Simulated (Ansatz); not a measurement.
**BaTiO3: pressure series**

The parent structure is BaTiO3 in the cubic perovskite structure (space group Pm-3m, No. 221; a = 3.970 Å).

Cell and atoms are relaxed at each pressure.

Computed with Kohn–Sham DFT with the PBEsol functional, run in Ansatz (a quantum-chemistry and plane-wave program) with PAW and 420 eV plane waves, scalar-relativistic without spin-orbit coupling.

| P (GPa) | V (Å³/atom) |
|---|---|
| -2.00 | 12.656 |
| -1.00 | 12.583 |
| 1.80 | 12.391 |
| 4.20 | 12.238 |
| 9.00 | 11.961 |
| 18.00 | 11.517 |
| 45.00 | 10.551 |
| 60.00 | 10.154 |

A third-order Birch–Murnaghan fit to these points gives V₀ = 12.51 Å³/atom, B₀ = 181 GPa and B₀′ = 4.4. At pressure 60 GPa the volume is 81.1 % of V₀.

Measured bulk modulus of BaTiO3: 162 GPa (temperature not stated; as listed in Yu-ichiro Matsushita, Kazuma Nakamura, Atsushi Oshiyama, Physical Review B (2011)); the computed value is for a static lattice, so the two differ by thermal effects too.

Load acts through the strain it causes; cell and atoms are relaxed under it. Stability against distortions was not tested. Competing high-pressure phases were not computed. All final runs are without spin polarisation. Many cubic perovskites are stable only at high temperature; tilts and polar distortions were not tested. This is not the structure that BaTiO3 has at room temperature and ambient pressure.
